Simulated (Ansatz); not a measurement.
Cost and result by functional for the surface energy of the (110) surface of fcc Cu in its 1x1 cell, outermost plane spacing 1.28 Å in the ideal cut, in Ansatz (plane waves, PAW). Single points on the PBE structure, on one kind of machine; costs are rough ratios of the slab run's core time (references not counted) to the cheapest single point. r2SCAN's cost holds its higher cutoff (500 against 420 eV). Differences are taken against r2SCAN for comparison alone: no measured value is at hand, so the table doesn't rank accuracy.

Model: 9-atom slab, 10.3 Å thick at the start (thin: gaps and levels are the slab's own), 15x10x1 mesh, Fermi-Dirac 0.1 eV, dipole correction, all atoms relaxed; symmetry of the start imposed; no spin, no spin-orbit, no U. These notes are the PBE run's.

```json
[
 {"functional": "PBEsol", "relative cost": "1", "surface energy (J/m²)": "1.89", "less r2SCAN (J/m²)": "0.09"},
 {"functional": "LDA", "relative cost": "1", "surface energy (J/m²)": "2.05", "less r2SCAN (J/m²)": "0.24"},
 {"functional": "RPBE", "relative cost": "1", "surface energy (J/m²)": "1.33", "less r2SCAN (J/m²)": "-0.47"},
 {"functional": "r2SCAN", "relative cost": "2", "surface energy (J/m²)": "1.80", "less r2SCAN (J/m²)": "0.00"},
 {"functional": "PBE (the relaxed run's value)", "relative cost": "–", "surface energy (J/m²)": "1.55", "less r2SCAN (J/m²)": "-0.25"}
]
```

The values span 0.72 J/m², while the single points' costs differ by a factor of roughly 2. Differences are of unrounded values.

Ansatz is a first-principles code.
